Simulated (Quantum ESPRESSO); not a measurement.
Quantum ESPRESSO run on ZnS (P6_3mc, 20 atoms in the cell): self-consistent single point.

Method: PBE, PseudoDojo stringent norm-conserving (PBE) pseudopotentials (plane waves; Quantum ESPRESSO).

```xyz
20
Lattice="3.7563 0.0000 0.0000 -1.8782 3.2531 0.0000 0.0000 0.0000 30.7251" Properties=species:S:1:pos:R:3 pbc="T T T"
Zn     1.8782     1.0843     6.1450
Zn     0.0000     2.1687    21.5076
Zn     0.0000     0.0000    24.5801
Zn     0.0000     0.0000     9.2175
Zn     1.8782     1.0843    27.6526
Zn     0.0000     2.1687    12.2900
Zn     0.0000     2.1687     3.0756
Zn     1.8782     1.0843    18.4381
Zn     0.0000     0.0000     0.0031
Zn     0.0000     0.0000    15.3656
S      1.8782     1.0843     8.4463
S      0.0000     2.1687    23.8089
S      0.0000     0.0000     2.3044
S      0.0000     0.0000    17.6669
S      1.8782     1.0843    20.7394
S      0.0000     2.1687     5.3769
S      0.0000     0.0000    26.8814
S      0.0000     0.0000    11.5188
S      0.0000     2.1687    14.5975
S      1.8782     1.0843    29.9600
```

Reference input (self-consistent single point, DFT, PBE, plane waves, PSlibrary PAW (PBE) pseudopotentials): ecutwfc = 50 Ry; ecutrho = 300 Ry; occupations = smearing; smearing = fermi-dirac; degauss = 0.00147 Ry; potentials = {Zn: Zn.pbe-dn-kjpaw_psl.1.0.0.UPF, S: S.pbe-n-kjpaw_psl.1.0.0.UPF}; K_POINTS = automatic 5 5 1 0 0 0; conv_thr = 1e-09 Ry; mixing_beta = 0.7. This run's input differs from it in these lines:

```diff
@@ -12,4 +12,3 @@
  ntyp = 2,
- ecutwfc = 50,
- ecutrho = 300,
+ ecutwfc = 85,
  occupations = 'smearing',
@@ -23,4 +22,4 @@
 ATOMIC_SPECIES
-Zn    65.3800  Zn.pbe-dn-kjpaw_psl.1.0.0.UPF
-S     32.0600  S.pbe-n-kjpaw_psl.1.0.0.UPF
+Zn    65.3800  Zn.upf
+S     32.0600  S.upf
 ATOMIC_POSITIONS {crystal}
```

Log, with long lists cut:

```
     Self-consistent Calculation

     iteration #  1     ecut=    85.00 Ry     beta= 0.70

     Threshold (ethr) on eigenvalues was too large:
     Diagonalizing with lowered threshold

     total energy              =   -4401.70019098 Ry
     estimated scf accuracy    <       0.99041140 Ry

     iteration #  2     ecut=    85.00 Ry     beta= 0.70

     total energy              =   -4401.98677069 Ry
     estimated scf accuracy    <       0.44491003 Ry

     iteration #  3     ecut=    85.00 Ry     beta= 0.70

     total energy              =   -4402.08087737 Ry
     estimated scf accuracy    <       0.00523345 Ry

   [... 7 blocks of this kind left out ...]

     iteration # 11     ecut=    85.00 Ry     beta= 0.70

     total energy              =   -4402.08176738 Ry
     estimated scf accuracy    <          2.4E-09 Ry

     iteration # 12     ecut=    85.00 Ry     beta= 0.70
     End of self-consistent calculation

   [... 17 lines left out ...]

   [... 17 lines left out ...]

     the Fermi energy is     9.1378 ev

!    total energy              =   -4402.08176738 Ry
     estimated scf accuracy    <          1.9E-10 Ry
     smearing contrib. (-TS)   =       0.00000000 Ry
     internal energy E=F+TS    =   -4402.08176738 Ry

     convergence has been achieved in  12 iterations

     Forces acting on atoms (cartesian axes, Ry/au):

     atom    1 type  1   force =     0.00000000    0.00000000    0.00018775
     atom    2 type  1   force =     0.00000000    0.00000000    0.00018775
     atom    3 type  1   force =     0.00000000    0.00000000   -0.00025933
     atom    4 type  1   force =     0.00000000    0.00000000   -0.00025933
   [... lines left out ...]

     Total force =     0.002597     Total SCF correction =     0.000091

          total   stress  (Ry/bohr**3)                   (kbar)     P=       58.63
   0.00040311   0.00000000   0.00000000           59.30        0.00        0.00
   0.00000000   0.00040311   0.00000000            0.00       59.30        0.00
   0.00000000   0.00000000   0.00038939            0.00        0.00       57.28

   JOB DONE.
```

The run converged in 12 iterations. Against the reference run the pressure goes from 4.98 to 5.86 GPa, the largest force stays at 0.026 eV/Å and the gap on the mesh goes from 2.324 to 2.342 eV. The full log also holds: “c_bands:  3 eigenvalues not converged”.

The starting cell comes from a database of computed structures (which also holds hypothetical and non-ambient phases and stackings), without a prior relaxation at this level. Its lattice was rescaled by a random factor within 2.5 % of one. With a pressure of about 6 GPa the cell is away from its equilibrium volume at this level.

Cost on one core of a shared machine: roughly 20 min.
